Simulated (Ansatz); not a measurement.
Cell and atoms of amorphous Hf18O39Y2:

```
CELL_PARAMETERS angstrom
      8.98073     0.46692    -0.17197
      0.46692     9.63227    -0.03026
     -0.17197    -0.03026     8.95774
ATOMIC_POSITIONS crystal
  Hf 0.41292 0.54403 0.77619
  Hf 0.70967 0.73959 0.80938
  Hf 0.28118 0.83345 0.49274
  Hf 0.95116 0.97758 0.29828
  Hf 0.32121 0.13771 0.74202
  Hf 0.38756 0.35806 0.39190
  Hf 0.65403 0.09928 0.93841
  Hf 0.86907 0.42591 0.86487
  Hf 0.61896 0.59689 0.48507
  Hf 0.34459 0.01798 0.15863
  Hf 0.82828 0.62202 0.19771
  Hf 0.57528 0.01861 0.51948
  Hf 0.29277 0.34999 0.03472
  Hf 0.71307 0.28012 0.23441
  Hf 0.04474 0.59736 0.55711
  Hf 0.43049 0.65186 0.14723
  Hf 0.02717 0.13151 0.96692
  Hf 0.06656 0.25902 0.51705
  O  0.47116 0.46910 0.57123
  O  0.10018 0.02844 0.46633
  O  0.82454 0.22711 0.86526
  O  0.53279 0.66469 0.92565
  O  0.61411 0.78750 0.59753
  O  0.52337 0.97561 0.03502
  O  0.08252 0.15490 0.72103
  O  0.35407 0.94184 0.66406
  O  0.55442 0.26826 0.05535
  O  0.06852 0.94042 0.88059
  O  0.10666 0.04632 0.16565
  O  0.89986 0.22804 0.36896
  O  0.86657 0.62946 0.96292
  O  0.76827 0.93333 0.82703
  O  0.80856 0.42548 0.11170
  O  0.41137 0.68388 0.38790
  O  0.57519 0.19499 0.39459
  O  0.94989 0.78991 0.17947
  O  0.32604 0.48419 0.20855
  O  0.06813 0.34926 0.97882
  O  0.06356 0.78685 0.45456
  O  0.81834 0.09102 0.11953
  O  0.26637 0.13580 0.96173
  O  0.93922 0.71984 0.71965
  O  0.25162 0.66650 0.65754
  O  0.31258 0.22504 0.22627
  O  0.41444 0.96049 0.37158
  O  0.15313 0.43763 0.43745
  O  0.78943 0.97569 0.46515
  O  0.84875 0.58462 0.42412
  O  0.63376 0.71210 0.22400
  O  0.36424 0.34771 0.81696
  O  0.28180 0.81376 0.12640
  O  0.55356 0.11989 0.72197
  O  0.27277 0.57114 0.95842
  O  0.29881 0.21977 0.53690
  O  0.59320 0.45268 0.31583
  O  0.98580 0.42031 0.67072
  O  0.69749 0.53543 0.71970
  Y  0.96153 0.94153 0.65664
  Y  0.08383 0.74195 0.97343
```

Methods: PBE, scalar-relativistic without spin-orbit coupling (Ansatz, a quantum-chemistry and plane-wave program); r2SCAN, scalar-relativistic without spin-orbit coupling (Ansatz); HSE06, scalar-relativistic without spin-orbit coupling (Ansatz). Neutral PBE cell, which sets geometry, pressure and energy: sampling: a 2×2×2 Γ-centred mesh; Fermi-Dirac width 0.02 eV; no spin polarisation. Exact exchange is cut at the faces of this 9 Å cell, which leaves hybrid gaps a finite-size error.

The cell was made by melting and quenching with the CHGNet potential and then relaxed with DFT. O atoms were pushed apart under 1.9 Å during the dynamics, to hinder bonds among them. The hot cell started wider than the set density and was brought back towards it in steps. It is the lowest in DFT energy of 2 quenches. It is a model cell: composition and starting density were chosen by hand, and all elements were melted together. No dispersion term was used. Its density started from a set value of 8.63 and ended at 8.63 g/cm³. Cooling (nominally 380 K/ps over its main leg) ran many orders faster than in experiment, which tends to leave more defects and strain. A cell of this size samples the disorder only roughly. The volume was held where the preparation left it and the shape relaxed.

Question: Give the pressure and the spacing of the highest filled and lowest empty levels.

Answer: 
The pressure on a 2×2×2 Γ-centred mesh is 2.42 GPa, the largest force and stress component on that mesh (the relaxation ran on the zone centre alone) comes out as 0.09 eV/Å and 2.5 GPa and the level gap on a 2×2×2 Γ-centred mesh (PBE) is 4.01 eV. The level gap at the zone centre (PBE) is 4.02 eV. The level gap at the zone centre (r2SCAN) comes out as 4.48 eV and the level gap at the zone centre (HSE06) comes out as 5.56 eV. The distance between the nearest levels spread over more than a fifth of the atoms or a third of the atoms of their main element (six at least) (PBE, zone centre) comes out as 4.18 eV.

Question: At PBE and the zone centre, how localised are the states just below and above the Fermi level (participation number: the atoms over which a state spreads)?

Answer: The highest filled state is spread over 10.8 atoms' worth, largest on O27, with weights by element (charge in smoothed Voronoi cells) O 0.95, Hf 0.05, Y 0.00. The lowest empty state is spread over 26.3 atoms' worth, largest on Hf1, with weights by element (charge in smoothed Voronoi cells) Hf 0.51, O 0.47, Y 0.03.

At PBE the levels at the filled edge of the gap are localised (band-tail or defect states).

Neighbours within Hf-Hf 3.34 Å, Hf-O 2.80 Å, Hf-Y 3.54 Å, O-O 1.58 Å, O-Y 2.82 Å, Y-Y 3.74 Å count as bonded. Two cations that share two anions don't count as bonded, nor two that share one unless they lie closer than Hf-Hf 3.25 Å, Hf-Y 3.45 Å, Y-Y 3.64 Å.

Added carriers, by PBE, scalar-relativistic without spin-orbit coupling in Ansatz on the zone centre alone. Charged cells keep the cell fixed and stand in a uniform background, with no image correction, at a width of 0.01 eV; where the count is odd the moment is locked at 1 μB, unless the neutral cell bore moments. Each starts from the undistorted neutral geometry alone. PBE's self-interaction favours spread-out carriers, so it can miss traps that a hybrid finds.

Question: What happens at PBE when the cell takes an extra electron and the atoms relax?

Answer: Relaxation lowers the charged cell by 0.29 eV. The largest moves are O22 0.24 Å, O53 0.14 Å, O37 0.12 Å, Hf13 0.11 Å. The level that holds the added charge spreads over 11.8 atoms' worth, most on Hf16 (weight 0.17): a partly localised carrier. No bond crosses its cut-off with a change of over 0.15 Å (metal-metal contacts aside). Made neutral again at that geometry, the cell lies +0.66 eV from the neutral start.

Question: What happens at PBE when the cell takes a hole and the atoms relax?

Answer: Relaxation lowers the charged cell by 0.11 eV. The largest moves are O33 0.15 Å, O27 0.14 Å, O55 0.09 Å, Hf14 0.08 Å. The level that was emptied spreads over 6.0 atoms' worth, most on O27 (weight 0.34): a localised (trapped) carrier, which neighbours of that atom can share. No bond crosses its cut-off with a change of over 0.15 Å (metal-metal contacts aside). Made neutral again at that geometry, the cell lies +0.35 eV from the neutral start.
